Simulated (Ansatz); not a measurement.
Functionals compared on the (11-20) surface of hcp Be in its 1x1 cell, outermost plane spacing 1.13 Å in the ideal cut, in Ansatz (plane waves, PAW). The structure was relaxed with PBE; the other rows are single points on it, each with its references at the same level. Cutoff 420 eV (500 eV for r2SCAN).

Slab: 20 atoms, 10.2 Å thick at the start (thin: gaps and levels are the slab's own); k 11x10x1, smearing 0.1 eV, dipole-corrected; all atoms relaxed; symmetry of the start imposed; no spin, no spin-orbit, no U. These notes are the PBE run's.

```csv
functional,surface energy (J/m²),work function of the top face (eV),rough cost of the single point
PBE,2.11,4.06,–
LDA,___,___,very roughly 24 core-seconds
PBEsol,2.28,4.12,about 25 core-seconds (a rough figure)
RPBE,1.96,3.97,roughly 22 core-seconds
r2SCAN,2.16,4.04,around 50 core-seconds (rough)
```

Question: Some entries are withheld; supply them.

Answer: 
- LDA, surface energy (J/m²): 2.36
- LDA, work function of the top face (eV): 4.25

Ansatz is a quantum-chemistry and plane-wave program.
